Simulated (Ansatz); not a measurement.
**Point defects in SiC**

The parent structure is an 8-atom supercell of SiC in the wurtzite structure (space group P6_3mc, No. 186; a = 3.0760 Å, c = 5.0478 Å) at its relaxed geometry.

One neutral defect a cell, atoms relaxed at fixed cell.

All numbers come from Kohn–Sham DFT with the PBEsol functional, run in Ansatz (a program for electronic structure) with PAW and 420 eV plane waves, no SOC, earlier PAW set.

```csv
change,largest displacement of a host atom from its site in the perfect cell,pressure
perfect supercell,–,0.0 GPa
C vacancy,0.18 Å,…
"Si vacancy, symmetric start",0.40 Å,5.5 GPa
C on a Si site (antisite),…,-23.2 GPa
B on a C site,0.10 Å,…
"Si on a C site (antisite), symmetric start",0.42 Å,39.8 GPa
```

Q: Complete the table.

A: 
- C vacancy, pressure: -4.7 GPa
- C on a Si site (antisite), largest displacement of a host atom from its site in the perfect cell: 0.25 Å
- B on a C site, pressure: 11.8 GPa

Other magnetic orders, which the real material may have, were not ruled out. The cell is small, so the values are those of an ordered compound at a high defect concentration; dilute-limit values will differ. The mesh was chosen for an insulator and is coarse for the gapless case. Defects with a symmetric start kept the site's symmetry and may sit on a saddle; the others started slightly shaken. Seeded moments were not kept for C vacancy, Si vacancy, C on a Si site (antisite) and B on a C site and more.
